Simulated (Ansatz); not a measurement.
Consider CaO in the rock salt structure (space group Fm-3m, No. 225; a = 4.831 Å). Axes: x, y, z lie along the cube axes.

All numbers come from Ansatz (an electronic-structure program) PBE, no spin-orbit coupling.

Perturbation: every lattice vector is stretched by 2.77 %, atoms relaxed at fixed cell.

**Question.** Predict the stress tensor and what it implies for the stiffness.

**Answer.** Stress of the strained cell less that of the base (GPa, compression positive):
```
  -7.24    0.00    0.00
   0.00   -7.24    0.00
   0.00    0.00   -7.24
```

Then B = −ΔP/(ΔV/V₀) with ΔV/V₀ = 0.0854 gives secant stiffness values (nonlinear terms included at this strain): B ≈ 85 GPa.

As a check, the harmonic strain energy −½ V₀ Δσ:ε is 26 meV/atom; the computed energy rise is 29 meV/atom.

No phonon test of stability was made.
